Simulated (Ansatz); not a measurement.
The parent structure is SiC in the wurtzite structure (space group P6_3mc, No. 186; a = 3.075 Å, c = 5.048 Å). Axes: x lies along a and z along c of the hexagonal cell.

Computed with DFT with r2SCAN, PAW potentials and a 500 eV plane-wave cutoff in Ansatz (a program for electronic structure), no SOC.

Free-standing slabs (4 atom(s) a layer) normal to the y axis with 15 Å of vacuum; in-plane cell held at bulk.

One change was made to it. Results:

The band gap shrinks by 1.17 eV, from 2.65 eV to 1.48 eV; the smallest direct gap falls by 2.134 eV, from 4.48 eV to 2.34 eV; the shortest interatomic distance drops by 0.149 Å, from 1.883 Å to 1.734 Å; the gap character is indirect, Γ–X (33 % along) → X–U (60 % along).

Task: Name the change that was made.
(A) 1 layer
(B) 3 layers
(C) 2 layers
(D) 4 layers

Result: C, 2 layers. For comparison, the band gap in the other runs: 1 layer gives 2.98 eV; 3 layers gives 1.64 eV; 4 layers gives 1.67 eV.

Stability against distortions was not tested. k-point labels follow each cell's own Brillouin zone.
